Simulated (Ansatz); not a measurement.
Point defect B on the Si site + C vacancy (B_Si+V_C) in metastable 2H silicon carbide

Method: PBE, PAW (plane waves to 420 eV; Ansatz, a first-principles code). Cell: 96 sites, 3×2×2; final energies on a 2×2×2 shifted mesh. Sites at the start: the Si site; C 1.89 Å away. Energies of charged states are corrected for periodic images (point charge plus alignment at distant sites). Dielectric constants: PBE linear response of the host. Host gap at this level: 2.31 eV. Finite-size and sampling errors can reach tenths of an eV here. Levels are measured in PBE's own, too narrow, gap. Spin–orbit coupling is left out. Each state is the lowest found from its start.

Formation energies E_f are given with the Fermi level at the valence-band maximum. Chemical conditions: C-rich (Δμ(C) = 0.00 eV, Δμ(Si) = -0.40 eV, Δμ(B) = -0.13 eV, bounded by B4C (Cm); only phases computed here count, gases as isolated molecules at 0 K); Si-rich (Δμ(C) = -0.40 eV, Δμ(Si) = 0.00 eV, Δμ(B) = -0.025 eV, bounded by B4C (Cm); only phases computed here count, gases as isolated molecules at 0 K). Reference phases: B: alpha boron, C: graphite, Si: silicon.

```json
[
 {"charge": "+2*", "moment (μB)": "quenched", "largest move off a lattice site (Å)": "0.45", "image correction with alignment (eV)": "–", "E_f, C-rich (eV)": "–", "E_f, Si-rich (eV)": "–"},
 {"charge": "+1", "moment (μB)": "not spin-polarised", "largest move off a lattice site (Å)": "0.45", "image correction with alignment (eV)": "-0.03", "E_f, C-rich (eV)": "2.46", "E_f, Si-rich (eV)": "2.36"},
 {"charge": "0", "moment (μB)": "1.0", "largest move off a lattice site (Å)": "0.45", "image correction with alignment (eV)": "0.00", "E_f, C-rich (eV)": "4.01", "E_f, Si-rich (eV)": "3.91"}
]
```

* At this level the carrier isn't localised at the defect: at charge +2 holes occupy the valence band. Such a state is shallow or no state of the defect, and this cell gives it no level.

Starting moments that weren't kept: charge +2 began with 1 μB and ended with 0.0.

Transition levels above the valence-band maximum: ε(+1/0) = 1.55 eV. On the lower envelope of the bound states, inside the gap: (+1/0) at 1.55 eV.

Flagged in the runs: a host whose relaxation on this sampling wasn't shown to rest.

All states together cost about 60 core-minutes (a rough figure).
